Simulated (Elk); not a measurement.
Band structure of Sc₂Co (I4/mcm, 6 atoms in the cell).

```
Sc2Co
1.0
   -3.15008     3.15008     2.82160
    3.15008    -3.15008     2.82160
    3.15008     3.15008    -2.82160
Sc Co
4 2
Direct
  0.32159   0.82159   0.14318
  0.67841   0.17841   0.85682
  0.82159   0.67841   0.50000
  0.17841   0.32159   0.50000
  0.75000   0.75000   0.00000
  0.25000   0.25000   0.00000
```

Level of theory: PBEsol, all-electron FP-LAPW, Elk's shipped species files, default APW+lo basis in Elk 10.2.4.

Settings: xctype = 22; rgkmax = 7; stype = 3; swidth = 0.00183747 Ha; ngridk = 5 5 5.

The starting cell comes from a database of computed structures (which also holds hypothetical and non-ambient phases and stackings), without a prior relaxation at this level. Its lattice was rescaled by a random factor within 2.5 % of one. Spin polarisation is off. Values depend on the basis (sphere radii, cutoffs, local orbitals), which need not be converged.

Levels in eV from the Fermi level, bands 34 to 41:
```tsv
point	34	35	36	37	38	39	40	41
Γ	-0.59	-0.02	-0.02	0.14	0.65	0.65	0.65	0.74
X	-0.83	-0.63	-0.38	-0.11	0.24	0.55	0.72	0.74
M	-1.28	-0.82	-0.82	-0.02	0.08	0.08	0.21	0.79
Z	-1.30	-0.85	-0.85	-0.02	0.08	0.09	0.09	0.85
P	-1.32	-1.31	-1.31	0.42	0.42	0.49	0.49	0.77
N	-1.43	-0.92	-0.92	-0.07	-0.07	0.53	0.53	0.89
Z1	-1.30	-0.85	-0.85	-0.02	0.08	0.09	0.09	0.85
```

Bands cross the Fermi level along this path, so the cell is metallic at this level.
